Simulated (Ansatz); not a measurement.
```
CELL_PARAMETERS angstrom
      3.18961     0.00000     0.00000
     -1.59480     2.76228     0.00000
      0.00000     0.00000     5.20000
ATOMIC_POSITIONS crystal
  Ga 0.33333 0.66667 0.00023
  Ga 0.66667 0.33333 0.50023
  N  0.33333 0.66667 0.37677
  N  0.66667 0.33333 0.87677
```

No spin polarisation.

Method: DFT with LDA, PAW potentials and a 420 eV plane-wave cutoff in Ansatz (a quantum-chemistry and plane-wave program), no SOC. k-mesh 12×12×7 (Γ-centred); smearing 0.05 eV (Fermi–Dirac).

**Question.** Predict the electron mass, band gap, pressure and width of the top valence band.

**Answer.** 
- Electron mass = 0.16 mₑ along c, 0.18 mₑ across (at Γ)
- Band gap = 1.89 eV
- Pressure (mean of the normal stresses, compression positive) = -6.70 GPa
- Width of the top valence band = 2.79 eV

The cells carry an imposed strain or load. Effective masses come from finite differences of ±0.01 Å⁻¹. No phonon test of stability was made. The cell was made from GaN in the wurtzite structure (space group P6_3mc, No. 186) by this change: isotropic strain +1.20 %.
